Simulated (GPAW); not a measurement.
Input and output of a self-consistent single point for PtAl2 (Fm-3m, 3 atoms in the cell) (GPAW).

Level of theory: PBE, GPAW PAW datasets PBE (gpaw-data 1.0.1) (plane waves; GPAW).

The change in words: lattice scaled by 0.98. Reference geometry:
```yaml
crystal:
  lattice:
    - [0.00000, 3.02119, 3.02119]
    - [3.02119, 0.00000, 3.02119]
    - [3.02119, 3.02119, 0.00000]
  atoms:
    - { symbol: Al, position: [0.25000, 0.25000, 0.25000] }
    - { symbol: Al, position: [0.75000, 0.75000, 0.75000] }
    - { symbol: Pt, position: [0.00000, 0.00000, 0.00000] }
```

Reference input (self-consistent single point, DFT PBE, plane waves, GPAW PAW datasets PBE (gpaw-data 1.0.1)): mode = pw; ecut = 550 eV; xc = PBE; kpts = 13 13 13; mesh shift (steps) = 0 0 0; occupations.name = fermi-dirac; occupations.width = 0.136 eV; nbands = -7; convergence.forces = 0.001 eV/Å; symmetry.symmorphic = false; symmetry.tolerance = 0.0005; maxiter = 150. This run's input differs from it in these lines:

```diff
@@ -5,7 +5,7 @@
 atoms = Atoms(['Al', 'Al', 'Pt'],
-              cell=[[0.000000, 3.021192, 3.021192],
-                    [3.021192, 0.000000, 3.021192],
-                    [3.021192, 3.021192, 0.000000]],
-              positions=[[1.510596, 1.510596, 1.510596],
-                         [4.531788, 4.531788, 4.531788],
+              cell=[[0.000000, 2.960768, 2.960768],
+                    [2.960768, 0.000000, 2.960768],
+                    [2.960768, 2.960768, 0.000000]],
+              positions=[[1.480384, 1.480384, 1.480384],
+                         [4.441152, 4.441152, 4.441152],
                          [0.000000, 0.000000, 0.000000]],
```

Output, abridged:

```
     iter     time        total  log10-change:
                         energy   eigst   dens  force
iter:   1 --:--:--   -17.214318
iter:   2 --:--:--   -17.060299   -1.19  -1.16
iter:   3 --:--:--   -16.561911   -1.24  -1.18
iter:   4 --:--:--   -16.605212   -2.11  -1.34
iter:   5 --:--:--   -16.484989   -2.43  -1.33
iter:   6 --:--:--   -16.559758   -1.93  -2.15
iter:   7 --:--:--   -16.537174   -3.99  -1.94
iter:   8 --:--:--   -16.484263   -2.26  -1.99
iter:   9 --:--:--   -16.485442   -3.28  -2.84
iter:  10 --:--:--   -16.486342c  -4.26  -2.86
iter:  11 --:--:--   -16.484876c  -3.49  -2.72
iter:  12 --:--:--   -16.484609c  -5.19  -3.28
iter:  13 --:--:--   -16.484608c  -6.54  -3.61
iter:  14 --:--:--   -16.484586c  -5.45  -3.62
iter:  15 --:--:--   -16.484595c  -5.96  -3.85
iter:  16 --:--:--   -16.484594c  -7.91c -3.99
iter:  17 --:--:--   -16.484588c  -6.62  -4.03c
iter:  18 --:--:--   -16.484589c  -8.16c -4.20c
iter:  19 --:--:--   -16.484596c  -6.62  -4.24c
iter:  20 --:--:--   -16.484592c  -7.64c -4.26c -16.68c
Converged after 20 iterations.

Dipole moment: (0.000000, 0.000000, 0.000000) |e|*Ang

Energy contributions relative to reference atoms: (reference = -513582.209297)

Kinetic:         +1.294343
Potential:       -1.346538
External:        +0.000000
XC:             -15.981875
Entropy (-ST):   -0.071235
Local:           -0.414904
SIC:             +0.000000
--------------------------
Free energy:    -16.520210
Extrapolated:   -16.484592

Showing only first 2 kpts
 Kpt  Band  Eigenvalues  Occupancy
  0     9     10.47952    0.00000
  0    10     11.39158    0.00000
  0    11     11.39158    0.00000
  0    12     11.39158    0.00000

  1     9     10.48913    0.00000
  1    10     10.60614    0.00000
  1    11     10.60614    0.00000
  1    12     10.87911    0.00000

Fermi level: 7.57266

No gap
No difference between direct/indirect transitions
Energy (eV): -16.484592

Forces in eV/Ang:
  0 Al   -0.00000   -0.00000   -0.00000
  1 Al    0.00000   -0.00000   -0.00000
  2 Pt    0.00000   -0.00000   -0.00000

Stress tensor:
    -0.013244     0.000000     0.000000
     0.000000    -0.013244     0.000000
     0.000000     0.000000    -0.013244
Stress (GPa, Voigt): [-2.1219 -2.1219 -2.1219  0.      0.      0.    ]
```

The run converged in 20 iterations. GPAW prints stress with tension positive. Against the reference run the free energy drops by 11.5 meV/atom and the pressure goes from -5.20 to 2.12 GPa.

The starting cell has typed, rounded lattice constants, without a prior relaxation at this level. Its lattice was rescaled by a random factor within 2.5 % of one. For this run, on top of that: lattice scaled by 0.98. Spin polarisation is off.

Cost on one core of a shared machine: roughly 60 s.
